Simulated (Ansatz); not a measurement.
Here is the system:

```
CELL_PARAMETERS angstrom
      0.00000     2.17816     2.17816
      2.17816     0.00000     2.17816
      2.17816     2.17816     0.00000
ATOMIC_POSITIONS crystal
  C  0.25000 0.25000 0.25000
  Si 0.00000 0.00000 0.00000
```

No spin polarisation.

Hole doping at 1.5×10^21 cm⁻³ (0.0310 per cell), with a uniform compensating background at fixed cell and a 300 K Fermi–Dirac width.

Calculations: plane-wave PAW DFT at the r2SCAN level (Ansatz, an electronic-structure program, 500 eV), no spin-orbit coupling. Γ-centred 30×30×30 mesh, Fermi–Dirac width 0.0259 eV.

What is the computed gap between the host's bands?

1.75 eV.

What is the computed Fermi level relative to the doped band's edge (positive inside the band; to 0.05 eV)?

+0.15 eV.

Estimate the gap character.

Indirect, Γ → X.

Charged cell with a jellium background: band edges are those of the host's band count, energies are not comparable with the neutral cell, and many-body gap narrowing is missing. Stability against distortions was not tested. The cell was made from SiC in the zinc blende structure (space group F-43m, No. 216) by this change: holes 1.5×10^21 cm⁻³.
